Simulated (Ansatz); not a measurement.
V_O+V_O in metastable alpha cristobalite

Method: PBE, PAW (plane waves to 420 eV; Ansatz, a quantum-chemistry and plane-wave program). The supercell holds 96 host sites (2×2×2 repeats of a cell of 12 atoms), with a 2×2×2 shifted k-point sampling for the final energies. Sites at the start: the O site; O 2.66 Å away. Finite-size correction: monopole term and site-potential alignment. Dielectric constants: PBE linear response of the host. Host gap at this level: 5.51 eV. These values are not converged in cell size to better than tenths of an eV. Levels are measured in PBE's own, too narrow, gap. Spin–orbit coupling is left out. Each state is the lowest found from its start.

Formation energies E_f are given with the Fermi level at the valence-band maximum. Chemical conditions: O-rich (Δμ(O) = 0.00 eV; only phases computed here count, gases as isolated molecules at 0 K); Si-rich (Δμ(O) = -4.17 eV; only phases computed here count, gases as isolated molecules at 0 K). Reference phases: O: O2 molecule in a box.

In at least one state atoms left their starting sites on relaxation (a large move, or an atom on the emptied site), so the name describes the start.

The name describes the start.

Charges with a result: +2, +1, 0. Others weren't obtained, and one of them could lie lower, also by skipping a charge.

| charge | moment (μB) | largest move off a lattice site (Å) | image correction with alignment (eV) | E_f, O-rich (eV) | E_f, Si-rich (eV) |
|---|---|---|---|---|---|
| +2† | not spin-polarised | 1.55 | 0.99 | – | – |
| +1 | 1.0 | 1.07 | 0.27 | 9.45 | 1.10 |
| 0 | not spin-polarised | 1.05 | 0.00 | 10.15 | 1.80 |

† Not settled in this cell, so no level is given: charge +2: a large or scattered potential alignment.

Transition levels above the valence-band maximum: ε(+1/0) = 0.69 eV. With a charge missing or unsettled, these needn't be thermodynamic levels.

Flagged in the runs: a doubtful potential alignment, a host whose relaxation on this sampling wasn't shown to rest, a strain field that reaches the edge of the cell.

All states together cost roughly 5 core-hours.
